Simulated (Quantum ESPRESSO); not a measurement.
A self-consistent single point of Cu3Rh (P6_3/mmc, 8 atoms in the cell) with Quantum ESPRESSO.

Level of theory: PBEsol, GBRV 1.5 ultrasoft (PBESOL) pseudopotentials (plane waves; Quantum ESPRESSO 7.5).

The change in words: lattice scaled by 0.98. Reference geometry:
```
Cu3Rh
1.0
    5.26481     0.00000     0.00000
   -2.63240     4.55946     0.00000
    0.00000     0.00000     4.25455
Cu Rh
6 2
Cartesian
  1.29451   0.74739   3.19091
  1.33789   3.81207   1.06364
  0.00000   1.49477   1.06364
  2.63240   3.06469   3.19091
  3.97030   0.74739   3.19091
 -1.33789   3.81207   1.06364
  2.63241   1.51982   1.06364
  0.00000   3.03964   3.19091
```

Reference input (self-consistent single point, DFT, PBEsol, plane waves, GBRV 1.5 ultrasoft (PBESOL) pseudopotentials): ecutwfc = 50 Ry; ecutrho = 400 Ry; occupations = smearing; smearing = gauss; degauss = 0.0036749 Ry; potentials = {Cu: cu_pbesol_v1.2.uspp.F.UPF, Rh: rh_pbesol_v1.4.uspp.F.UPF}; K_POINTS = automatic 5 5 5 0 0 0; conv_thr = 1e-11 Ry. This run's input differs from it in these lines:

```diff
@@ -24,14 +24,14 @@
 CELL_PARAMETERS {angstrom}
-   5.264808804     0.000000000     0.000000000
-  -2.632404402     4.559458170     0.000000000
-   0.000000000     0.000000000     4.254552000
+   5.159512810     0.000000000     0.000000000
+  -2.579756405     4.468269165     0.000000000
+   0.000000000     0.000000000     4.169461000
 ATOMIC_POSITIONS {alat}
-Cu    0.245880000    0.141958884    0.606083548
-Cu    0.254120000    0.724066520    0.202027849
-Cu    0.000000000    0.283917768    0.202027849
-Cu    0.500000000    0.582107635    0.606083548
-Cu    0.754120000    0.141958884    0.606083548
-Cu   -0.254120000    0.724066520    0.202027849
-Rh    0.500000000    0.288675135    0.202027849
-Rh    0.000000000    0.577350269    0.606083548
+Cu    0.245880000    0.141958884    0.606083533
+Cu    0.254120000    0.724066520    0.202027844
+Cu    0.000000000    0.283917768    0.202027844
+Cu    0.500000000    0.582107635    0.606083533
+Cu    0.754120000    0.141958884    0.606083533
+Cu   -0.254120000    0.724066520    0.202027844
+Rh    0.500000000    0.288675135    0.202027844
+Rh    0.000000000    0.577350269    0.606083533
 K_POINTS {automatic}
```

The program printed (abridged):

```
     Self-consistent Calculation

     iteration #  1     ecut=    50.00 Ry     beta= 0.70

     negative rho (up, down):  1.134E-01 0.000E+00

     total energy              =   -2745.58106662 Ry
     estimated scf accuracy    <      27.64097269 Ry

     iteration #  2     ecut=    50.00 Ry     beta= 0.70

     negative rho (up, down):  1.207E-01 0.000E+00

     total energy              =   -2754.13404758 Ry
     estimated scf accuracy    <      79.60411655 Ry

     iteration #  3     ecut=    50.00 Ry     beta= 0.70

     negative rho (up, down):  1.133E-01 0.000E+00

     total energy              =   -2762.06010747 Ry
     estimated scf accuracy    <      12.00148297 Ry

   [... 15 blocks of this kind left out ...]

     iteration # 19     ecut=    50.00 Ry     beta= 0.70

     negative rho (up, down):  1.095E-01 0.000E+00

     total energy              =   -2763.35829361 Ry
     estimated scf accuracy    <          1.1E-11 Ry

     iteration # 20     ecut=    50.00 Ry     beta= 0.70

     negative rho (up, down):  1.095E-01 0.000E+00
     End of self-consistent calculation

   [... 8 lines left out ...]

   [... 8 lines left out ...]

     the Fermi energy is    17.5186 ev

!    total energy              =   -2763.35829361 Ry
     estimated scf accuracy    <          2.7E-12 Ry
     smearing contrib. (-TS)   =      -0.00053399 Ry
     internal energy E=F+TS    =   -2763.35775962 Ry

     convergence has been achieved in  20 iterations

     negative rho (up, down):  1.095E-01 0.000E+00

     Forces acting on atoms (cartesian axes, Ry/au):

     atom    1 type  1   force =     0.00212602    0.00122746    0.00000000
     atom    2 type  1   force =    -0.00212602   -0.00122746    0.00000000
     atom    3 type  1   force =     0.00000000    0.00245491    0.00000000
     atom    4 type  1   force =     0.00000000   -0.00245491   -0.00000000
   [... lines left out ...]
     Total force =     0.006013     Total SCF correction =     0.000003
   [... lines left out ...]

     negative rho (up, down):  1.095E-01 0.000E+00
          total   stress  (Ry/bohr**3)                   (kbar)     P=      -10.41
  -0.00008123   0.00000000   0.00000000          -11.95        0.00        0.00
   0.00000000  -0.00008123  -0.00000000            0.00      -11.95       -0.00
   0.00000000  -0.00000000  -0.00004992            0.00       -0.00       -7.34

   JOB DONE.
```

The run converged in 20 iterations. Against the reference run the free energy goes down by 25.0 meV/atom, the pressure goes from -11.08 to -1.04 GPa and the largest force goes from 0.111 to 0.063 eV/Å.

The starting cell comes from a database of computed structures (which also holds hypothetical and non-ambient phases and stackings), without a prior relaxation at this level. Its lattice was rescaled by a random factor within 2.5 % of one. For this run, on top of that: lattice scaled by 0.98. Spin polarisation is off.

Cost on one core of a shared machine: roughly 2 min.
